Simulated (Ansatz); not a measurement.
We consider bcc Eu, described by PBE (plane waves, PAW; Ansatz, a first-principles code).

Settings: plane-wave cutoff 520 eV, 18×18×18 k mesh, Fermi–Dirac smearing 0.05 eV, spin-polarised with parallel moments, scalar-relativistic PAW data made under PBE.

The cell has the measured lattice: a = 4.582 Å, b = 4.582 Å, c = 4.582 Å, α = 90.00°, β = 90.00°, γ = 90.00°.

Problem. Predict the magnetic moment per atom (the cell's total over its atoms).

Solution. 
- magnetic moment per atom (the cell's total over its atoms): 7.36 μB

The run finds no gap.

Note: the 4f shell is treated without U or exact exchange, so its levels and filling can be wrong; the collinear magnetic order is the start's and need not be the measured one; cell and atoms aren't relaxed at this level (pressure -1.4 GPa).

Moments are spin moments.

Spin–orbit coupling is not included.

Computed values are for the static lattice.
